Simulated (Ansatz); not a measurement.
Consider Pb in the fcc (Cu type) structure (space group Fm-3m, No. 225; a = 4.9341 Å; relaxed with 0.1 eV smearing). Axes: x, y, z lie along the cube axes.

Level of theory: PBEsol (Ansatz, a first-principles code, PAW, without spin-orbit coupling).

Before the change:

| Quantity | Result |
|---|---|
| Shortest interatomic distance | 3.489 Å |
| Band gap | zero |

Perturbation: the cell is compressed by 0.50 % along z with no lateral relaxation; the atoms relax in the strained cell.

Problem. How does this affect the stress, energy relative to the base, shortest interatomic distance and band gap?

Solution. The stress (xx, yy, zz, yz, xz, xy; compression positive) is (0.2, 0.2, 0.3, 0.0, 0.0, 0.0) GPa; the energy hardly moves; the shortest interatomic distance shrinks by 0.009 Å, from 3.489 Å to 3.480 Å; the band gap stays zero.

Whether these cells are dynamically stable was not tested.
